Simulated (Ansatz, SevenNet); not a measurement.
## Ladder of methods for the lattice parameter a of L1₂ (Cu3Au-type) Ni₃Si

Reference value: 3.510 Å (measured, temperature not stated, not corrected to a static lattice; as tabulated in Metallic Nickel Silicides: Experiments and Theory for NiSi and First Principles …).

| level (code) | value (Å) | difference (%) |
|---|---|---|
| SevenNet-0 (SevenNet) | 3.496 | -0.40 |
| LDA (Ansatz) | 3.428 | -2.34 |
| PBE (Ansatz) | 3.506 | -0.11 |
| r²SCAN (Ansatz) | 3.465 | -1.28 |
| HSE06 (Ansatz) | 3.461 | -1.40 |

The reference's temperature isn't stated, so close values are not ranked against it. Off by more than 1.25 % (a bound picked here): LDA (-2.34 %), r²SCAN (-1.28 %), HSE06 (-1.40 %).

The measured value isn't corrected to a static lattice, so vibrations enter the comparison. A static lattice is as a rule a little smaller than the measured one. The crystal itself was run without spin with LDA, PBE, r²SCAN, HSE06. HSE06: hybrids on metals are sensitive to the k mesh and can open a false gap. Cutoffs and k meshes differ between the levels. Ansatz's density-functional and Hartree–Fock values are scalar-relativistic unless marked +SOC, with PAW data made under PBE.

Machine-learned potentials (SevenNet-0) are trained on DFT data, which may include these solids.

Differences are worked out from the printed values.

Ansatz is a first-principles code.
